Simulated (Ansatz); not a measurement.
The reference is BaHfO3 in the cubic perovskite structure (space group Pm-3m, No. 221; a = 4.2062 Å).

Calculations: Ansatz (an electronic-structure program) PBE, no spin-orbit coupling.

Before the change:

| Quantity | Value |
|---|---|
| Pressure | -0.01 GPa |
| Smallest direct gap | 3.76 eV |
| Band gap | 3.62 eV |

It is then changed as follows: the cell is scaled by 1.0596 in all directions; the atoms relax in the strained cell.

Problem. What does the calculation give for the energy relative to the base, pressure, smallest direct gap and band gap after the change?

Solution. The energy grows by 189 meV/atom; the pressure drops by 18.375 GPa to -18.38 GPa; the smallest direct gap falls by 0.26 eV (3.76 eV → 3.50 eV); the band gap falls by 0.41 eV, from 3.62 eV to 3.21 eV.

With Hf present, leaving out spin-orbit coupling can change the band edges. Stability against distortions was not tested. The base started in P4mm and relaxed to Pm-3m at this level.
